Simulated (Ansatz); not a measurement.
Consider the following.

```
CELL_PARAMETERS angstrom
      3.92499     0.00000     0.00000
      0.00000     3.92499     0.00000
      1.96250    -1.96250     2.59554
ATOMIC_POSITIONS crystal
  Zn 0.00000 0.00000 0.00000
  S  0.75000 0.75000 0.50000
```

No spin polarisation.

Calculations: r2SCAN (Ansatz, an electronic-structure program; PAW; 500 eV plane waves; spin-orbit coupling left out). Settings: 11×11×11 k-points, 0.05 eV Fermi–Dirac smearing.

Question: Predict the hole mass, valence-band top at Γ, gap character and pressure.

Answer: Hole mass: 0.21 mₑ out of plane, 0.68 mₑ in plane (at Γ)
Valence-band top at Γ (three highest levels, from the VBM): 0.00, -0.21, -0.21 eV
Gap character: direct at Γ
Pressure (mean of the normal stresses, compression positive): -1.74 GPa

The cells carry an imposed strain or load. Effective masses come from finite differences of ±0.01 Å⁻¹. No phonon test of stability was made. The cell was made from ZnS in the zinc blende structure (space group F-43m, No. 216) by this change: biaxial strain +3.00 %, plane normal [001], relaxed out of plane.
